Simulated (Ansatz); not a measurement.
Start from Hf in the hcp (Mg type) structure (space group P6_3/mmc, No. 194; a = 3.198 Å, c = 5.049 Å; relaxed with 0.1 eV smearing).

The values are results of Ansatz (an electronic-structure program) r2SCAN, without spin-orbit coupling, not measurements.

Strains are applied to the cell and any free atomic positions relax.

One change was made to it. Results:

```tsv
quantity	base	after
energy relative to the base (free energy F)	0 meV/atom	+41 meV/atom
pressure (mean of the normal stresses, compression positive)	0.0 GPa	-7.2 GPa
band gap	zero	zero
```

Question: Name the change that was made.
(A) isotropic strain +2.50 %
(B) isotropic strain +1.00 %
(C) isotropic strain +0.50 %
(D) isotropic strain +3.00 %

Answer: A, isotropic strain +2.50 %. For comparison, the energy relative to the base in the other runs: isotropic strain +1.00 % gives +6.8 meV/atom; isotropic strain +3.00 % gives +58 meV/atom; isotropic strain +0.50 % gives +1.7 meV/atom.

Whether these cells are dynamically stable was not tested. All final runs are without spin polarisation.
